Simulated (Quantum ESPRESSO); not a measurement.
Quantum ESPRESSO is run on SiPbO3 (Pm-3m, 5 atoms in the cell), and the run fails. The aim is a self-consistent single point with DFT, LDA (PW92), plane waves, PseudoDojo standard norm-conserving (LDA) pseudopotentials.

Cell that was meant: a = 3.7482 Å, b = 3.7482 Å, c = 3.7482 Å, α = 90.00°, β = 90.00°, γ = 90.00°.

Part of the input:

```fortran
Si    28.0850  Si.upf
Pb   207.2000  Pb.upf
O     15.9990  O.upf
ATOMIC_POSITIONS {angstrom}
Si    1.8740900000    1.8740900000    1.8740900000
Pb    0.0000000000    0.0000000000    0.0000000000
O     1.8740900000    1.8740900000    0.0000000000
```

Output, abridged:

```
 %%%%%%%%%%%%%%%%%%%%%%%%%%%%%%%%%%%%%%%%%%%%%%%%%%%%%%%%%%%%%%%%%%%%%%%%%%%%%%
     Error in routine cell_base_init (1):
     ibrav=0: must read cell parameters
 %%%%%%%%%%%%%%%%%%%%%%%%%%%%%%%%%%%%%%%%%%%%%%%%%%%%%%%%%%%%%%%%%%%%%%%%%%%%%%

     stopping ...
```

Q: From the messages shown, name the fault and mend the input.

A: The fault is no cell vectors for a free lattice. A free lattice needs its vectors. To fix it, add the cell. The program stopped before any SCF iteration.

An input that runs soundly differs in these lines (not the only fix; some lines may just follow from the change or write a value another way):
```diff
+CELL_PARAMETERS {bohr}
+   7.0830336658     0.0000000000     0.0000000000
+   0.0000000000     7.0830336658     0.0000000000
+   0.0000000000     0.0000000000     7.0830336658
```

With that input, the run converged in 11 iterations: free energy E − TS -3378.6811 eV; top of the valence band (on the code's own zero) 11.78 eV; gap on the k-point mesh 1.34 eV; pressure -13.09 GPa (DFT, LDA (PW92), plane waves, PseudoDojo standard norm-conserving (LDA) pseudopotentials).

On the sound input: the starting cell comes from a database of computed structures (which also holds hypothetical and non-ambient phases and stackings), without a prior relaxation at this level. Spin-orbit coupling is off. With a pressure of about -13 GPa the cell is away from its equilibrium volume at this level.
